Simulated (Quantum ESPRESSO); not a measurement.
Pressure against volume in fcc Ca (space group 225) (Quantum ESPRESSO, LDA)

```xyz
1
Lattice="0.0000 2.5955 2.5955 2.5955 0.0000 2.5955 2.5955 2.5955 0.0000" Properties=species:S:1:pos:R:3 pbc="T T T"
Ca     0.0000     0.0000     0.0000
```

Method: LDA (PZ), GBRV 1.5 ultrasoft (LDA) pseudopotentials (plane waves; Quantum ESPRESSO). Settings: ecutwfc = 52 Ry; ecutrho = 260 Ry; occupations = smearing; smearing = fd; degauss = 0.0036749 Ry; potentials = {Ca: ca_lda_v1.uspp.F.UPF}; K_POINTS = automatic 28 28 28 0 0 0; conv_thr = 1e-10 Ry. The cell above is the first row's. The rows scale it uniformly. In all rows the k mesh is held.

```csv
V (Å^3/atom),P (GPa)
34.9712,?
35.7315,1.27
36.4917,0.80
37.2520,0.37
38.0122,-0.03
38.7724,-0.40
39.5327,-0.74
40.2929,-1.05
41.0532,-1.34
```

Taking a cubic for P over the 8 complete rows: With u = V - 38.4, the rows have u = -2.6685, -1.9083, -1.1480, -0.3878, 0.3724, 1.1327, 1.8929, 2.6532. Least squares gives P = -0.222 - 0.4842·u + 0.02594·u² - 0.00080·u³. Residuals (row less fit): 0.000, -0.002, 0.001, 0.000, -0.001, -0.002, 0.001, -0.001; standard error 0.002 (degrees of freedom: 4). The fitted pressure is zero at V0 = 37.95, where dP/dV = -0.5079, so B0 = -V0·dP/dV = 19.3 GPa.

Problem. What does the fit predict for P at V = 34.9712, and how far is the calculated value from it?

Solution. u = -3.4288, so P = -0.222 - 0.4842 × (-3.4288) + 0.02594 × (-3.4288)² - 0.00080 × (-3.4288)³ = 1.775 GPa. The calculation gives 1.78 GPa, which the fit meets to the printed digits. The row lies outside the fitted rows, so this is an extrapolation.

Carrying the step between the two nearest rows on in a straight line would have given 1.74, off by 0.04; series whose last step already gives the withheld value aren't shown. The reference cell has the volume at which an earlier scan in this program and functional put its minimum by a fit. Cutoffs and mesh are single choices, not tested for convergence of this quantity. Series with a scatter that would blur these digits, or in which a gap closes, are not shown.
